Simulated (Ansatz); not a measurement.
# Convergence study of the k-point mesh for Cu₃Pd (P4mm, 4 atoms in the cell)

```
CELL_PARAMETERS angstrom
      3.68295     0.00000     0.00000
      0.00000     3.68295     0.00000
      0.00000     0.00000     3.68295
ATOMIC_POSITIONS crystal
  Cu 0.01358 0.50000 0.50000
  Cu 0.50000 0.00000 0.50000
  Cu 0.50000 0.50000 0.00000
  Pd 0.00000 0.00000 0.00000
```

Method of the run: LDA (PW92), default PAW files made with PBE (plane waves; Ansatz, a program for electronic structure).

Base settings: basis.ecutwfc = 30.9 Ry; kpoints.mp_grid.grid = 9 9 9; hamiltonian.xc = lda; hamiltonian.pseudopotentials = {kind: paw} (the program's default PAW files); scf.occupations.method = fermi_dirac; scf.occupations.width = 0.0073 Ry.

Only quantities that move along the ladder and can be compared are tabulated.

The count of work is k-points × plane waves × bands × iterations; it is no time. 

The starting cell comes from a database of computed structures (which also holds hypothetical and non-ambient phases and stackings), without a prior relaxation at this level. Its lattice was rescaled by up to half a per cent. One atom was moved a little off its site on purpose. Spin polarisation is off. In the base run, with a pressure of about -10 GPa the cell is away from its equilibrium volume at this level. Ansatz's pressure includes its estimate of the finite-basis (Pulay) stress.

Steps (kpoints.mp_grid.grid): 2 2 2; 3 3 3; 4 4 4; 5 5 5; 6 6 6; 7 7 7; 8 8 8; 9 9 9; 10 10 10; 11 11 11; 12 12 12; 13 13 13; 14 14 14; 16 16 16; 17 17 17; 19 19 19; 21 21 21; 24 24 24; 26 26 26.

What is the coarsest kpoints.mp_grid.grid that holds the forces within 0.01 eV/Å of the last step, with all finer ones?

5 5 5, at 0.011 of the last step's count of work; the step before is off by 0.013 eV/Å.

What is the coarsest kpoints.mp_grid.grid that holds the free energy within 5 meV/atom of the last step, with all finer ones?

5 5 5, at 0.011 of the last step's count of work; the step before is off by 6.2 meV/atom.

What is the coarsest kpoints.mp_grid.grid that holds the pressure within 0.5 GPa of the last step, with all finer ones?

5 5 5, at 0.011 of the last step's count of work; the step before is off by 0.57 GPa.

| kpoints.mp_grid.grid | free energy less the last step's (meV/atom) | pressure (GPa) | largest difference of a force vector from the last step's (eV/Å) | count of work / last |
|---|---|---|---|---|
| 2 2 2 | 197.53 | -8.18 | 0.055 | 0.0046 |
| 3 3 3 | 9.40 | -9.46 | 0.003 | 0.0036 |
| 4 4 4 | -6.20 | -10.41 | 0.013 | 0.011 |
| 5 5 5 | -4.55 | -9.69 | 0.001 | 0.011 |
| 6 6 6 | -2.68 | -9.95 | 0.001 | 0.024 |
| 7 7 7 | 0.58 | -9.69 | 0.001 | 0.027 |
| 8 8 8 | -0.74 | -9.90 | 0.001 | 0.051 |
| 9 9 9 | 0.53 | -9.76 | 0.001 | 0.051 |
| 10 10 10 | -0.87 | -9.89 | 0.000 | 0.086 |
| 11 11 11 | 0.25 | -9.80 | 0.000 | 0.086 |
| 12 12 12 | -0.31 | -9.87 | 0.000 | 0.13 |
| 13 13 13 | 0.26 | -9.82 | 0.000 | 0.13 |
| 14 14 14 | -0.16 | -9.85 | 0.000 | 0.20 |
| 16 16 16 | -0.08 | -9.85 | 0.000 | 0.28 |
| 17 17 17 | 0.06 | -9.84 | 0.000 | 0.28 |
| 19 19 19 | 0.01 | -9.85 | 0.000 | 0.37 |
| 21 21 21 | 0.00 | -9.85 | 0.000 | 0.49 |
| 24 24 24 | 0.00 | -9.84 | 0.000 | 0.80 |
| 26 26 26 | 0.00 | -9.84 | 0.000 | 1.0 |

Keys are those of Ansatz 0.2.
